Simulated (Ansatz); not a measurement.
PbS: band gap against strain

PbS (rock salt, Fm-3m, 26.660 Å³/atom at rest, cube axes along x, y and z) under an equal strain ε along all three axes. r2SCAN in Ansatz, a plane-wave DFT program (PAW, default set), 500 eV, 10×10×10 Γ-centred mesh, Fermi-Dirac smearing 0.05 eV; ions are relaxed within the symmetry of each cell. Gaps are the smallest over the k-mesh and a band path, without spin-orbit coupling; in all rows the valence edge lies at about 0.9 Å⁻¹ from Γ and the conduction edge at about 0.9 Å⁻¹ from Γ.

Here s stands for strain and Eg for gap.

```csv
strain (%),gap (eV)
-3.00,?
-1.50,0.51
-1.00,0.58
-0.50,0.64
0.00,0.69
0.50,0.75
1.00,0.80
1.50,0.84
```

**Question.** Fit Eg against s with a straight line, and predict the withheld value at s = -3.00.

**Answer.** Means: s 0, Eg 0.687. About the means, the sum of products is 0.77000 and the sum of squares of s is 7.0000; the slope is their ratio. Least squares gives Eg = 0.687 + 0.1100·s. Residuals (row less fit): -0.012, 0.003, 0.008, 0.003, 0.008, 0.003, -0.012; standard error 0.009 (degrees of freedom: 5). Over these rows the gap moves by 11 ± 0.4 eV per unit strain, or 3.7 eV per unit of ln V. At the withheld row, Eg = 0.687 + 0.1100 × (-3.0) = 0.357 eV. The calculation gives 0.31 eV, 0.047 eV below the prediction (8.9 % of the range of Eg in the table). The row lies outside the fitted rows, so this is an extrapolation. From the scatter of the fitted rows alone, a prediction at this place has a standard error of 0.015 eV, so the miss is 3.1 times that.

One order more, fitted to all 13 runs of the series, follows each within 0.01, so the miss is the next term of a smooth law. Other structures, which can take over under pressure, weren't tried. Spin-orbit coupling is left out, which can shift this property for PbS. Rows are the converged runs of the series near zero and its far end; series whose fitted rows scatter by over a few per cent of the range, as at a crossing or softening among them, aren't shown in this form. Most that stay on the fit to the last digits aren't either.
